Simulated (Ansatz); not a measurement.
Take ZnSe in the zinc blende structure (space group F-43m, No. 216; a = 5.666 Å) as the base.

Calculations: r2SCAN, PAW, 500 eV (Ansatz, a quantum-chemistry and plane-wave program; without spin-orbit coupling), earlier PAW set.

One change was made to it. Results:

The shortest interatomic distance rises by 0.013 Å to 2.466 Å; the band gap decreases by 0.067 eV, from 1.86 eV to 1.80 eV.

Problem. Which of these changes matches the shifts?
A) pressure −1 GPa
B) pressure 0.3 GPa
C) pressure −2 GPa
D) pressure 5 GPa
E) pressure 10 GPa

Solution. A, pressure −1 GPa. For comparison, the band gap in the other runs: pressure −2 GPa gives 1.72 eV; pressure 0.3 GPa gives 1.88 eV; pressure 10 GPa gives 2.39 eV; pressure 5 GPa gives 2.15 eV.

Load acts through the strain it causes; cell and atoms are relaxed under it. Whether these cells are dynamically stable was not tested. Tetrahedral semiconductors of this kind turn to denser phases somewhere between about 1 and 50 GPa; those were not computed, so compressed cells here can lie past the real transition.
